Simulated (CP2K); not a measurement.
Input and output of a self-consistent single point for PdIn (Pm-3m, 2 atoms in the cell) (CP2K).

Computed with CP2K with PBE, GPW, DZVP-MOLOPT-SR-GTH basis, GTH-PBE potentials (GTH_POTENTIALS).

The change in words: lattice scaled by 0.98. Reference geometry:
```xyz
2
Lattice="3.2500 0.0000 0.0000 0.0000 3.2500 0.0000 0.0000 0.0000 3.2500" Properties=species:S:1:pos:R:3 pbc="T T T"
In     1.6250     1.6250     1.6250
Pd     0.0000     0.0000     0.0000
```

Reference input (self-consistent single point, DFT PBE, GPW, DZVP-MOLOPT-SR-GTH basis, GTH-PBE potentials (GTH_POTENTIALS)): CUTOFF = 500 Ry; REL_CUTOFF = 40 Ry; SMEAR/METHOD = FERMI_DIRAC; ELECTRONIC_TEMPERATURE = 1160.45 K; KPOINTS/SCHEME = MONKHORST-PACK 8 8 8; GAMMA_CENTERED = T; XC_FUNCTIONAL = PBE; In/BASIS_SET = DZVP-MOLOPT-SR-GTH; In/POTENTIAL = GTH-PBE-q13; Pd/BASIS_SET = DZVP-MOLOPT-SR-GTH; Pd/POTENTIAL = GTH-PBE-q18; METHOD = GPW. This run's input differs from it in these lines:

```diff
@@ -64,5 +64,5 @@
     &CELL
-      A 3.25000000 0.00000000 0.00000000
-      B 0.00000000 3.25000000 0.00000000
-      C 0.00000000 0.00000000 3.25000000
+      A 3.18500000 0.00000000 0.00000000
+      B 0.00000000 3.18500000 0.00000000
+      C 0.00000000 0.00000000 3.18500000
       PERIODIC XYZ
```

Output (repeated stretches shortened):

```
 SCF WAVEFUNCTION OPTIMIZATION

  Step     Update method      Time    Convergence         Total energy    Change
     1 NoMix/Diag. 0.30E+00      -     1.26618433      -184.0712478870 -1.84E+02
     2 Broy./Diag. 0.30E+00      -     0.15115443      -186.6975005308 -2.63E+00
     3 Broy./Diag. 0.30E+00      -     0.08401940      -184.8786383593  1.82E+00
     4 Broy./Diag. 0.30E+00      -     0.01713961      -183.6645138571  1.21E+00
     5 Broy./Diag. 0.30E+00      -     0.00895293      -183.4709001799  1.94E-01
     6 Broy./Diag. 0.30E+00      -     0.00166288      -183.5889078118 -1.18E-01
   [... 4 lines left out ...]
    11 Broy./Diag. 0.30E+00      -     0.00003499      -183.5992405120 -3.45E-04
    12 Broy./Diag. 0.30E+00      -     0.00000468      -183.5993651015 -1.25E-04
    13 Broy./Diag. 0.30E+00      -     0.00000306      -183.5993803772 -1.53E-05
    14 Broy./Diag. 0.30E+00      -     0.00000014      -183.5993930717 -1.27E-05
  *** SCF run converged in    14 steps ***

  Overlap energy of the core charge distribution:               0.00000000000271
  Self energy of the core charge distribution:               -312.87466988229352
  Core Hamiltonian energy:                                     81.27305793168087
  Hartree energy:                                              68.22127531467119
  Exchange-correlation energy:                                -20.21818145087275
  Electronic entropic energy:                                  -0.00087498487593
  Fermi energy:                                                 0.50087279632840

  Total energy:                                              -183.59939307169017
  Total energy (extrapolated to T->0):                       -183.59895557925222

   [... lines left out ...]

 STRESS| Analytical stress tensor [bar]
 STRESS|                        x                   y                   z
 STRESS|      x        1.89889768473E+05   1.79382601738E-03   1.79381890358E-03
 STRESS|      y        1.79382601738E-03   1.89889115434E+05   1.79383023333E-03
 STRESS|      z        1.79381890358E-03   1.79383023333E-03   1.89888163639E+05
 STRESS| 1/3 Trace                                             1.89889015849E+05
```

The run converged in 14 iterations. Against the reference run the free energy rises by 82.6 meV/atom and the pressure goes from 7.91 to 18.99 GPa.

The starting cell has typed, rounded lattice constants, without a prior relaxation at this level. For this run, on top of that: lattice scaled by 0.98. Spin polarisation is off. Values carry the incompleteness of an atom-centred basis. With a pressure of about 19 GPa the cell is away from its equilibrium volume at this level.

Cost on one core of a shared machine: roughly 40 s.
